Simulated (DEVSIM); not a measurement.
Structure: Ru/SiON/n-Si capacitor, at 400 K.

| layer (left to right) | material | thickness (nm) | Nd (cm⁻³) |
|---|---|---|---|
| 1 | SiON | 13.0 | - |
| 2 | Si | 660 | 7.5e17 |

Metal gate on the left, work function 4.7 eV. Fixed charge at the semiconductor interface 0 cm⁻² (in units of +e); no interface traps.

The device is made up for the run: typed textbook-type constants, with dimensions and the other settings drawn at random. Values at 300 K; Nc and Nv go as T^1.5, mobilities as T to minus their exponent, the gap by Varshni's rule with the affinity fixed.

```tsv
parameter	SiON	Si
gap (eV)	7	1.124
affinity (eV)	1.4	4.05
permittivity	5.5	11.7
Nc (cm⁻³)	-	2.86e19
Nv (cm⁻³)	-	3.1e19
Varshni α (eV/K)	-	0.000473
Varshni β (K)	-	636
```

Model (solved in DEVSIM): 1D Poisson equation in equilibrium, Boltzmann statistics, complete ionisation; no quantum confinement or tunnelling. Metal contacts follow the ideal Schottky-Mott rule: no Fermi-level pinning, no interface dipoles.

The gate work function was swept, all else fixed.

| gate work function (eV) | flat-band voltage (V) |
|---|---|
| 4.4 | 0.21 |
| 4.55 | 0.36 |
| 4.7 | 0.51 |
| 4.85 | 0.66 |
| 5 | 0.81 |

From the first row to the last the flat-band voltage goes from 0.21 to 0.81.
